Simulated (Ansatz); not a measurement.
**rock-salt ZrN (0 0 1) on 3C silicon carbide (0 0 1) (film strained to the substrate, started from cuts of the bulks and a machine-learned relaxation; slabs C5Si6 and N4Zr4, which can lie off the formulas)**

A periodic stack without vacuum, rock-salt ZrN (0 0 1) on 3C silicon carbide (0 0 1) (film strained to the substrate, started from cuts of the bulks and a machine-learned relaxation; slabs C5Si6 and N4Zr4, which can lie off the formulas): substrate slab C5Si6, film N4Zr4, surface cells [[1, 0], [1, 1]] and [[1, 0], [1, 1]], film strained by -4.7 and -4.7 %, outermost planes Si/Si and NZr/NZr as cut, which need not be the usual terminations and can put a slab off its formula.

The start was prepared with a machine-learned potential, and the result is one local minimum, with the in-plane cell held and forces under 0.04 eV/Å; the film can end far from its bulk form.

The numbers are results of PBE (plane waves to 420 eV, PAW; Ansatz, an electronic-structure program), not measurements. No spin–orbit coupling; the runs are not spin-polarised; PBE gaps are too small against experiment. Its k-point mesh 10×10×1, Fermi–Dirac width 0.05 eV.

| Item | Result |
|---|---|
| interface area | 9.6 Å² |
| period | 23.47 Å |
| heights between the nearest atoms of the two slabs at the two interfaces | 2.46 and 2.46 Å |
| Si–Zr contacts across the interfaces within 1.22 times the sum of covalent radii | 4, mean 2.91 Å |
| hole barrier (PBE) | 0.80 eV |
| electron barrier (PBE) | 0.57 eV |

```
CELL_PARAMETERS angstrom
      3.09491    -0.00136     0.11787
     -0.00184     3.09600     0.08370
      0.62274     0.88704    23.54131
ATOMIC_POSITIONS crystal
  C  0.09915 0.51542 0.10631
  C  0.00677 0.42300 0.29275
  C  0.55297 0.96924 0.19949
  C  0.91444 0.33049 0.47920
  C  0.46056 0.87675 0.38602
  Si 0.07599 0.99242 0.15288
  Si 0.62232 0.53882 0.05933
  Si 0.98359 0.89995 0.33938
  Si 0.52979 0.44618 0.24613
  Si 0.89110 0.80729 0.52617
  Si 0.43741 0.35369 0.43263
  N  0.28373 0.69961 0.73905
  N  0.82946 0.24551 0.64713
  N  0.18444 0.60039 0.93838
  N  0.73033 0.14617 0.84646
  Zr 0.78243 0.19831 0.74168
  Zr 0.33755 0.75346 0.63092
  Zr 0.67653 0.09230 0.95458
  Zr 0.23163 0.64747 0.84382
```
